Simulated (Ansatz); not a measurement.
Start from KBr in the rock salt structure (space group Fm-3m, No. 225; a = 6.7052 Å).

Level of theory: PBE (Ansatz, an electronic-structure program; PAW; 420 eV plane waves; spin-orbit coupling left out).

For the base:

| Property | Value |
|---|---|
| Electron mass | 0.39 mₑ (at Γ) |
| Pressure | 0.00 GPa |
| Valley order | Γ 4.31 eV; X along ⟨100⟩ 5.91 eV |

One thing is altered: the cell is scaled by 0.9683 in all directions; the atoms relax in the strained cell.

Q: What happens to the mean gap deformation potential ΔEg/Δln V, electron mass, pressure and valley order?

A: The mean gap deformation potential ΔEg/Δln V is -2.7 eV; the electron mass goes from 0.39 mₑ (at Γ) to 0.37 mₑ (at Γ); the pressure goes from zero to 1.64 GPa; the valley order (the lowest conduction-band minima on the path, energy above the VBM, named in the base's zone) goes from Γ 4.31 eV; X along ⟨100⟩ 5.91 eV to Γ 4.57 eV; X along ⟨100⟩ 5.81 eV.

Masses are band curvatures over ±0.01 Å⁻¹ around the edge. Whether these cells are dynamically stable was not tested.
